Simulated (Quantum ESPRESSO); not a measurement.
## Equation of state of zinc-blende GaP (space group 216): energy against volume (Quantum ESPRESSO, LDA)

```
GaP
1.0
    0.00000     2.61902     2.61902
    2.61902     0.00000     2.61902
    2.61902     2.61902     0.00000
Ga P
1 1
Direct
  0.00000   0.00000   0.00000
  0.75000   0.75000   0.75000
```

Method: LDA (PZ), GBRV 1.5 ultrasoft (LDA) pseudopotentials (plane waves; Quantum ESPRESSO). Settings: ecutwfc = 65 Ry; ecutrho = 325 Ry; occupations = smearing; smearing = fermi-dirac; degauss = 0.000734986 Ry; potentials = {Ga: ga_lda_v1.4.uspp.F.UPF, P: p_lda_v1.5.uspp.F.UPF}; K_POINTS = automatic 11 11 11 0 0 0; conv_thr = 1e-10 Ry; mixing_beta = 0.5. The cell above is the first row's. The rows scale it uniformly. In all rows fractional positions and the k mesh are held. E is the free energy at the stated smearing, counted from the lowest row.

| V (Å^3/atom) | E (meV/atom) |
|---|---|
| 17.964 | 45.46 |
| 18.355 | 25.43 |
| 18.746 | 11.59 |
| 19.136 | 3.32 |
| 19.527 | 0.00 |
| 19.917 | 1.18 |
| 20.308 | 6.33 |
| 20.698 | 15.11 |
| 21.089 | ? |

Taking the third-order Birch-Murnaghan form, a cubic in V^(-2/3) for E over the 8 complete rows: With u = V^(-2/3) - 0.139, the rows have u = 0.006791, 0.004713, 0.002708, 0.000776, -0.001096, -0.002902, -0.004655, -0.006348. Least squares gives E = 1.388 + 1979.13·u + 658026·u² + 913872·u³. Residuals (row less fit): -0.001, 0.002, -0.001, 0.000, -0.008, 0.016, -0.012, 0.003; standard error 0.011 (degrees of freedom: 4). Its minimum lies at u = -0.001509, so V0 = (0.137491)^(-3/2) = 19.61. There d²E/du² = 1308000 and d³E/du³ = 5483000, so B0 = (4/9) × 19.61^(-7/3) × 1308000 × 0.160218 = 89.7 GPa (the last factor turns the table's units into GPa), and B0' = 4 + (2/3) × 0.137491 × (5483000)/1308000 = 4.4. The program's pressures in the fitted runs (not shown) pass through zero at V = 19.57, 0.25 % from this V0.

### Question
Predict the withheld E at V = 21.089 from the fit, and compare with the calculation.

### Answer
u = -0.007993, so E = 1.388 + 1979.13 × (-0.007993) + 658026 × (-0.007993)² + 913872 × (-0.007993)³ = 27.142 meV/atom. The calculation gives 27.10 meV/atom, 0.042 meV/atom below the prediction (0.1 % of the range of E in the table). The row lies outside the fitted rows, so this is an extrapolation. From the scatter of the fitted rows alone, a prediction at this place has a standard error of 0.027 meV/atom, so the miss is 1.6 times that.

Carrying the step between the two nearest rows on in a straight line would have given 23.91, off by 3.19; series whose last step already gives the withheld value aren't shown. The scan was laid around a cell of about the measured size, scaled by a guess for this functional. The runs keep the symmetry of the cell, so they don't test it for distortions. Cutoffs and mesh are single choices, not tested for convergence of this quantity. Series with a scatter that would blur these digits, or in which a gap closes, are not shown. Nor are scans whose minimum lies at an end fitted in this form.
